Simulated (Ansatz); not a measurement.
Consider PbSe in the rock salt structure (space group Fm-3m, No. 225).

```cif
data_Pb4Se4
_chemical_formula_sum 'Se4 Pb4'
_space_group_name_H-M_alt 'Fm-3m'
_space_group_IT_number 225
_space_group_name_Hall '-F 4 2 3'
_cell_length_a 6.17770
_cell_length_b 6.17770
_cell_length_c 6.17770
_cell_angle_alpha 90.000
_cell_angle_beta 90.000
_cell_angle_gamma 90.000
loop_
_atom_site_label
_atom_site_type_symbol
_atom_site_symmetry_multiplicity
_atom_site_Wyckoff_symbol
_atom_site_fract_x
_atom_site_fract_y
_atom_site_fract_z
_atom_site_occupancy
Se1 Se 4 a 0.00000 0.00000 0.00000 1
Pb1 Pb 4 b 0.50000 0.50000 0.50000 1
```
(The calculation used a cell of 2 atoms; values per cell refer to that cell.)

The values are results of r2SCAN (Ansatz, a quantum-chemistry and plane-wave program), spin-orbit coupling left out, earlier PAW set, not measurements.

Before the change:

| Property | Value |
|---|---|
| Gap character | direct at L |

The change: electron doping at 7.0×10^20 cm⁻³ (0.0413 per cell), with a uniform compensating background at fixed cell and a 300 K Fermi–Dirac width.

Task: What happens to the Fermi level from band edge and gap character?

Result: The Fermi level relative to the doped band's edge (positive inside the band; to 0.05 eV) comes out as +0.45 eV; the gap character remains direct at L.

Carriers are added with a uniform compensating background; total energy and stress of such cells depend on the potential's zero and are not compared; many-body gap narrowing is missing at this level. Spin-orbit coupling, missing from the scalar runs, can matter with Pb. No phonon test of stability was made.
